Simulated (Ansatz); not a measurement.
A computed series for Pt: response to strain

Take Pt in the fcc (Cu type) structure (space group Fm-3m, No. 225; relaxed with 0.1 eV smearing) as the base.

```
Pt
1.0
    0.00000     1.97088     1.97088
    1.97088     0.00000     1.97088
    1.97088     1.97088     0.00000
Pt
1
Cartesian
  0.00000   0.00000   0.00000
```

Cartesian axes are those of the cell as printed.

Strains are applied to the cell and any free atomic positions relax.

All numbers come from r2SCAN, PAW, 500 eV (Ansatz, a program for electronic structure; spin-orbit coupling left out).

Notes on the quantities. energy relative to the base: free energy F.

```csv
uniaxial strain ε_zz (%),energy relative to the base (meV/atom)
0,0.0
0.5,0.4
1,1.6
1.5,?
2,6.1
2.5,9.4
3,13.4
```

Task: Fit ΔE = Aε² + Bε³ (ε in %) to the rows shown and predict the withheld row.

Result: Least squares on the printed values gives A = 1.60 and B = -0.038 meV/atom (largest residual 0.0 meV/atom); this predicts 3.5 meV/atom, and the run gives 3.5 meV/atom, in agreement.

No phonon test of stability was made. All final runs are without spin polarisation. Pt lies near a magnetic instability that expansion can trigger; it was not tested.
